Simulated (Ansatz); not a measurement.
Worked example: self-consistent single point of Ag (Fm-3m, 1 atom in the cell) in Ansatz (an electronic-structure program).

Method of the run: PBEsol, PAW files made with PBE (plane waves; Ansatz).

```xyz
1
Lattice="0.0000 2.0450 2.0450 2.0450 0.0000 2.0450 2.0450 2.0450 0.0000" Properties=species:S:1:pos:R:3 pbc="T T T"
Ag     0.0000     0.0000     0.0000
```

Reference input (self-consistent single point, DFT, PBE, plane waves, PAW files): basis.ecutwfc = 420 eV; kpoints.mp_grid.grid = 14 14 14; hamiltonian.xc = pbe; hamiltonian.pseudopotentials = {kind: paw} (an earlier, softer set of the program's PAW files); scf.occupations.method = gaussian; scf.occupations.width = 0.1 eV. This run's input differs from it in these lines:

Ansatz 0.2 input:
```diff
@@ -14,3 +14,3 @@
 hamiltonian:
-  xc: pbe
+  xc: pbesol
   pseudopotentials:
```

The program printed (abridged):

```
SCF iter   1: F=—  HF=-7522.635809 eV  |F-HF|=—  |Δ(HF+E_count)|=         —  Δρ=8.11e-2  dr2=1.19e0  ethr=3.10e-3  ⟨swp⟩=4.7  Hψ=7207  notcnv=0
all-band conjugate gradients solve this SCF's bands
preconditioner: auto → none
SCF iter   2: F=—  HF=-7522.371813 eV  |F-HF|=—  |Δ(HF+E_count)|=   2.64e-1  Δρ=4.20e-2  dr2=1.86e-1  ethr=3.10e-3  ⟨swp⟩=2.3  Hψ=3391  notcnv=0  defer=40
SCF iter   3: F=—  HF=-7522.303599 eV  |F-HF|=—  |Δ(HF+E_count)|=   6.82e-2  Δρ=8.14e-3  dr2=6.79e-3  ethr=9.79e-4  ⟨swp⟩=2.3  Hψ=2790  notcnv=0  defer=40
SCF iter   4: F=—  HF=-7522.300496 eV  |F-HF|=—  |Δ(HF+E_count)|=   3.10e-3  Δρ=6.82e-4  dr2=5.24e-5  ethr=3.57e-5  ⟨swp⟩=1.6  Hψ=1982  notcnv=0  defer=40
SCF iter   5: F=—  HF=-7522.300484 eV  |F-HF|=—  |Δ(HF+E_count)|=   1.20e-5  Δρ=8.25e-5  dr2=3.56e-7  ethr=2.76e-7  ⟨swp⟩=2.0  Hψ=2257  notcnv=0  defer=40
SCF iter   6: F=-7522.300485 eV  HF=-7522.300485 eV  |F-HF|=6.62e-10  |Δ(HF+E_count)|=   2.51e-7  Δρ=4.66e-6  dr2=9.24e-10  ethr=5.26e-10  ⟨swp⟩=6.3  Hψ=6236  notcnv=0
SCF 1 converged in 6 iterations: F = -7522.300485 eV  dr2 = 9.24e-10
Free energy (F): -7522.300485 eV
Internal energy: -7522.299230 eV  (E = F + TS)
E sigma→0 (E₀):  -7522.299857 eV
Entropy (-TS):   -0.001255 eV (-1.255 meV/atom)
Fermi energy:    16.885163 eV
--- Forces (eV/Å), atoms counted from 1 ---
  atom   1  Ag    -0.00000000     0.00000000     0.00000000
--- Stress (GPa, compression-positive) ---
       -2.959004       0.000000       0.000000
        0.000000      -2.959004      -0.000000
       -0.000000       0.000000      -2.959004
  P = ⅓ Tr σ = -2.9590 GPa (-29.590 kbar)
  The stress holds the Pulay correction. Without it, at fixed plane waves, as pw.x and ABINIT print it: P = -3.0236 GPa
```

The run converged in 6 iterations. Against the reference run the pressure goes from 4.34 to -2.96 GPa.

The starting cell has typed, rounded lattice constants, without a prior relaxation at this level. Ansatz's pressure includes its estimate of the finite-basis (Pulay) stress.
